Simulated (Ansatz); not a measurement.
Input:

End structure of the (21-30) surface of hcp Lu in its 1x1 cell, outermost plane spacing 0.38 Å in the ideal cut:

```yaml
crystal:
  lattice:
    - [5.46377, 0.00000, 0.00000]
    - [0.00000, 9.27809, 0.00000]
    - [0.00000, 0.00000, 27.00000]
  atoms:
    - { symbol: Lu, position: [0.25000, 0.22488, 0.30540] }
    - { symbol: Lu, position: [0.75000, 0.44883, 0.32156] }
    - { symbol: Lu, position: [0.25000, 0.84566, 0.34280] }
    - { symbol: Lu, position: [0.75000, 0.08234, 0.35893] }
    - { symbol: Lu, position: [0.25000, 0.49694, 0.39022] }
    - { symbol: Lu, position: [0.75000, 0.71915, 0.40443] }
    - { symbol: Lu, position: [0.25000, 0.13814, 0.42620] }
    - { symbol: Lu, position: [0.75000, 0.35777, 0.44342] }
    - { symbol: Lu, position: [0.25000, 0.78393, 0.47118] }
    - { symbol: Lu, position: [0.75000, 0.00199, 0.48468] }
    - { symbol: Lu, position: [0.25000, 0.42658, 0.51532] }
    - { symbol: Lu, position: [0.75000, 0.64464, 0.52883] }
    - { symbol: Lu, position: [0.25000, 0.07080, 0.55658] }
    - { symbol: Lu, position: [0.75000, 0.29043, 0.57380] }
    - { symbol: Lu, position: [0.25000, 0.70942, 0.59557] }
    - { symbol: Lu, position: [0.75000, 0.93163, 0.60978] }
    - { symbol: Lu, position: [0.25000, 0.34624, 0.64107] }
    - { symbol: Lu, position: [0.75000, 0.58291, 0.65720] }
    - { symbol: Lu, position: [0.25000, 0.97974, 0.67844] }
    - { symbol: Lu, position: [0.75000, 0.20370, 0.69460] }
```

Slab: 20 atoms, 10.7 Å thick at the start; k 7x4x1, smearing 0.1 eV, dipole-corrected; single point; on the structure that PBE left under its start's symmetry; no spin, no spin-orbit, no U.

Problem. Give the surface energy (mean of both faces) at the level r2SCAN, at the PBE geometry (Ansatz, a first-principles code).

Solution. 1.24 J/m²

Problem. What work function of the top face does r2SCAN, at the PBE geometry give?

Solution. 3.22 eV
